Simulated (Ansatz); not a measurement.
The parent structure is CuI in the zinc blende structure (space group F-43m, No. 216; a = 5.939 Å).

Method: PBEsol (Ansatz, a first-principles code; PAW; 420 eV plane waves; without spin-orbit coupling).

Before the change:

| Quantity | Value |
|---|---|
| Hole mass | 0.20, 0.64, 0.64 mₑ (at Γ) |
| Valley order | Γ 1.17 eV; L along ⟨111⟩ 2.11 eV; X along ⟨100⟩ 2.47 eV |

One thing is altered: the cell is scaled by 0.9800 in all directions; the atoms relax in the strained cell.

Problem. What does the calculation give for the hole mass, valley order and mean gap deformation potential ΔEg/Δln V after the change?

Solution. The hole mass (degenerate bands, along [100]) goes from 0.20, 0.64, 0.64 mₑ (at Γ) to 0.20, 0.56, 0.56 mₑ (at Γ); the valley order (the lowest conduction-band minima on the path, energy above the VBM, named in the base's zone) changes from Γ 1.17 eV; L along ⟨111⟩ 2.11 eV; X along ⟨100⟩ 2.47 eV to Γ 1.35 eV; L along ⟨111⟩ 2.16 eV; X along ⟨100⟩ 2.34 eV; the mean gap deformation potential ΔEg/Δln V amounts to -3.0 eV.

With I present, leaving out spin-orbit coupling can change the band edges. Masses are band curvatures over ±0.01 Å⁻¹ around the edge. Stability against distortions was not tested. The final runs are not spin-polarised.
